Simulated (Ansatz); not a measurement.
An Ansatz (a first-principles code) run: HfO2; DFT with PBEsol, PAW potentials and a 420 eV plane-wave cutoff in Ansatz, scalar-relativistic without spin-orbit coupling, earlier PAW set.

Input:

Ansatz 0.2 input:
```yaml
crystal:
  lattice:
    - [0, 2.5222652529, 2.5222652529]
    - [2.5222652529, 0, 2.5222652529]
    - [2.5222652529, 2.5222652529, 0]
  atoms:
    - { symbol: Hf, position: [0, 0, 0] }
    - { symbol: O, position: [0.25, 0.25, 0.25] }
    - { symbol: O, position: [0.75, 0.75, 0.75] }
basis: { ecutwfc: 420, ecutrho_ratio: 4, xc_grid: 2, fft_grid_basis: typed }
kpoints: { mp_grid: { grid: [11, 11, 11] } }
hamiltonian:
  xc: pbesol
  dispersion: none
  pseudopotentials: { azcp: { folder: ./paw }, kind: paw }
scf: { occupations: { method: fermi_dirac, width: 0.05 }, convergence: { dr2_threshold: 0.0000000003 } }
output: { forces: true, stress: true }
```

Output (explanatory and most iteration lines left out):

```
Pseudopotential: Hf, paw, valence charge 26
Pseudopotential: O, paw, valence charge 6
Crystal: 3 atoms, lattice volume = 32.092 Å³
Basis set: ecut = 420 eV, 609 PW (Γ), exchange–correlation on 48×48×48 points (8 copies of the dense FFT grid, shifted against one another)
Bands: 23, of which v1, the nominal top of the filled ones, is band 19 counted from 1 (18 counted from 0)
Symmetry: 48 space group operations
Space group: Fm-3m (ITA 225), of the structure as read, at distance tolerance 3.2e-5 Å
k-points: 56 of 1331
Functional: x = pbesol(κ = 0.804, μ = 0.12345679012345678), c = pbesol(β = 0.046)
SCF iter   1: F=—  HF=-16726.434867 eV  |F-HF|=—  |Δ(HF+E_count)|=         —  Δρ=9.04e-2  dr2=1.92e0  ethr=3.10e-3  ⟨swp⟩=5.0  Hψ=4891  notcnv=0
SCF iter   2: F=—  HF=-16725.872519 eV  |F-HF|=—  |Δ(HF+E_count)|=   5.62e-1  Δρ=2.85e-2  dr2=1.36e-1  ethr=3.10e-3  ⟨swp⟩=2.7  Hψ=3071  notcnv=0
SCF 1 converged in 9 iterations: F = -16725.850712 eV  dr2 = 1.26e-10
SCF converged after 9 iterations
Free energy (F): -16725.850712 eV
Internal energy: -16725.850712 eV  (E = F + TS)
E sigma→0 (E₀):  -16725.850712 eV
Fermi energy:    16.828859 eV
--- Forces (eV/Å), atoms counted from 1 ---
  atom   1  Hf    -0.00000000     0.00000000     0.00000000
  atom   2  O     -0.00000000    -0.00000000     0.00000000
  atom   3  O     -0.00000000     0.00000000    -0.00000000
--- Stress (GPa, compression-positive) ---
       -0.003562       0.000000      -0.000000
        0.000000      -0.003562       0.000000
       -0.000000       0.000000      -0.003562
  P = ⅓ Tr σ = -0.0036 GPa (-0.036 kbar)
```

Spin-orbit coupling, missing from the scalar runs, can matter with Hf. No phonon test of stability was made. The cell is HfO₂ in the fluorite structure (space group Fm-3m, No. 225). This is not the structure that HfO2 has at room temperature and ambient pressure.
